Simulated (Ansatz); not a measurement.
The starting structures come from a database of crystals and need not be the phases stable at ambient conditions.

 Where the default PAW files enter, the runs use the earlier of Ansatz's two default sets.

Data:

```xyz
4
Lattice="4.2976 0.0000 0.0000 0.0000 7.0079 0.0000 2.1488 0.0000 3.7219" Properties=species:S:1:pos:R:3 pbc="T T T"
Cd     0.0000     3.5724     0.0000
Cd     2.1488     6.9403     1.2406
Se     2.1488     2.6227     1.2406
S      0.0000     6.1502     0.0000
```

Space group of this cell: P3m1. The cell is taken as given; by r2SCAN its mean pressure is -1.7 GPa.

All values below come from r2SCAN (plane waves, PAW; Ansatz, an electronic-structure program).

The current runs along the normal of the first two printed vectors; no spin-orbit coupling. Scaled by the factor s: both lengths across the current (ions clamped). The meshes follow the cell: 8×6×8 and 8×6 across at s = 0.98, 8×4×8 and 8×4 across at s = 1.00, 8×4×8 and 8×4 across at s = 1.02.

```
s     mean pressure (GPa)  band gap (eV)
----  -------------------  -------------
0.98                  0.4              ?
1.00                 -1.7           1.14
1.02                 -3.4           1.00
```

**Question.** Take the slope of the band gap against ln s from the two given rows, extrapolate to s = 0.98, and say what the run there gives.

**Answer.** Slope = (1.00 − 1.14) / ln 1.02 = -7.07 eV. The line gives 1.14 + (-7.07) × ln 0.98 = 1.28 eV. The run gives 1.22 eV, 0.06 eV under the line, 44 % of the predicted step.
